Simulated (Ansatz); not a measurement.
```xyz
2
Lattice="0.0000 2.8134 2.7655 2.8134 0.0000 2.7655 2.8134 2.8134 0.0000" Properties=species:S:1:pos:R:3 pbc="T T T"
Be     0.0000     0.0000     0.0000
Te     4.2201     4.2201     4.1483
```

Computed with PBEsol with spin-orbit coupling, rigid bands (plane waves, PAW; Ansatz, a quantum-chemistry and plane-wave program). Condition of this run: uniaxial stress zz = 1 GPa (compression positive) (the target of the relaxation). Geometry: cell and atoms relaxed with PBEsol, then loaded as said.

Q: Predict the electron conductivity mass (n e² τ/σ) at 300 K, by direction if it differs.

A: 0.27 (x), 0.27 (y), 1.33 (z) mₑ.

Q: What conductivity effective mass do dilute holes have at 300 K?

A: 0.41 (x), 0.41 (y), 0.37 (z) mₑ.

Q: And the band gap?

A: 1.42 eV at this level; semilocal functionals usually fall short of the measured gap.

Rigid bands, one relaxation time for all states, no polarons.
